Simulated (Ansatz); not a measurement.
Start from CaO in the rock salt structure (space group Fm-3m, No. 225; a = 4.7948 Å). Axes: x, y, z lie along the cube axes.

The values are results of r2SCAN in Ansatz (plane waves to 500 eV, PAW, without spin-orbit coupling), not measurements.

Base values:

Band gap: 4.20 eV
Shortest interatomic distance: 2.397 Å

Perturbation: a free-standing slab of 5 layers (10 atoms, 2 a layer) is cut normal to the z axis, with 15 Å of vacuum and the in-plane cell held at bulk.

**Question.** What does the calculation give for the band gap after the change?

**Answer.** The band gap shrinks by 0.75 eV (4.20 eV → 3.45 eV).

**Question.** What does the calculation give for the change of the spacing d23 from its bulk value of 2.397 Å after the change?

**Answer.** The change of the spacing d23 from its bulk value of 2.397 Å amounts to +0.2 %.

**Question.** What does the calculation give for the shortest interatomic distance after the change?

**Answer.** The shortest interatomic distance shrinks by 0.053 Å to 2.344 Å.

**Question.** How does this affect the excess energy per area of both faces?

**Answer.** The excess energy per area of both faces (slab less bulk energy over the cell's area: twice a surface energy) comes out as 1.58 J/m².

The excess energy carries the mismatch between the slab's and the bulk's meshes. No phonon test of stability was made.

Ansatz is a program for electronic structure.
